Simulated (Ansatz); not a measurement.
The starting structures come from a database of crystals and need not be the phases stable at ambient conditions.

 Where the default PAW files enter, the runs use the earlier of Ansatz's two default sets.

By LDA and PBEsol, the system below comes out a metal.

```xyz
10
Lattice="3.5214 0.0000 0.0000 0.0000 6.7456 0.0000 0.0000 0.0000 6.7456" Properties=species:S:1:pos:R:3 pbc="T T T"
Nb     0.0000     3.3728     3.3728
Nb     0.0000     0.0000     0.0000
Nb     1.7607     1.1565     4.5293
Nb     1.7607     5.5891     2.2163
Nb     1.7607     4.5293     5.5891
Nb     1.7607     2.2163     1.1565
Si     0.0000     4.2313     0.8585
Si     0.0000     2.5143     5.8871
Si     0.0000     0.8585     2.5143
Si     0.0000     5.8871     4.2313
```

Space group of this cell: P4/mbm. The cell is taken as given; by PBEsol its mean pressure is -5.1 GPa.

The current runs along the normal of the first two printed vectors, the (100) plane. All runs by Ansatz (a program for electronic structure), plane waves and PAW, without spin-orbit coupling; the base is PBEsol.

```csv
run,mean pressure (GPa),"G/A, both spins (10¹⁵ S/m²)"
base,-5.1,0.67
all lengths scaled by 0.98,7.7,0.71
all lengths scaled by 1.02,-14.8,[?]
lda in place of pbesol,-8.6,0.68
"lengths across the current scaled by 0.98, ions clamped",3.0,0.71
"lengths across the current scaled by 1.02, ions clamped",-11.6,[?]
"lengths along the current scaled by 0.97, ions clamped",1.3,0.69
"lengths along the current scaled by 1.03, ions clamped",-10.3,[?]
```

Problem. What belongs in the gaps?

Solution. 
- all lengths scaled by 1.02, G/A, both spins (10¹⁵ S/m²): 0.63
- lengths across the current scaled by 1.02, ions clamped, G/A, both spins (10¹⁵ S/m²): 0.64
- lengths along the current scaled by 1.03, ions clamped, G/A, both spins (10¹⁵ S/m²): 0.66
